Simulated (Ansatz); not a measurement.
The reference is CaSe in the rock salt structure (space group Fm-3m, No. 225; a = 5.869 Å). Axes: x, y, z lie along the cube axes.

All numbers come from PBEsol (Ansatz, a program for electronic structure, PAW, scalar-relativistic without spin-orbit coupling).

Strains are applied to the cell and any free atomic positions relax; under biaxial strain the out-of-plane vector relaxes too.

One change was made to it. Results:

| quantity | base | after |
|---|---|---|
| smallest direct gap | 2.85 eV | 2.82 eV |
| band gap | 1.88 eV | 1.85 eV |
| shortest interatomic distance | 2.934 Å | 2.920 Å |
| pressure (mean of the normal stresses, compression positive) | 0.00 GPa | 0.45 GPa |

Problem. Which of these changes matches the shifts?
A. biaxial strain +0.50 %, plane normal [001], relaxed out of plane
B. biaxial strain −0.50 %, plane normal [001], relaxed out of plane
C. biaxial strain +2.50 %, plane normal [001], relaxed out of plane
D. biaxial strain −1.50 %, plane normal [001], relaxed out of plane

Solution. B, biaxial strain −0.50 %, plane normal [001], relaxed out of plane. For comparison, the band gap in the other runs: biaxial strain +2.50 %, plane normal [001], relaxed out of plane gives 1.96 eV; biaxial strain −1.50 %, plane normal [001], relaxed out of plane gives 1.80 eV; biaxial strain +0.50 %, plane normal [001], relaxed out of plane gives 1.90 eV.

Stability against distortions was not tested.
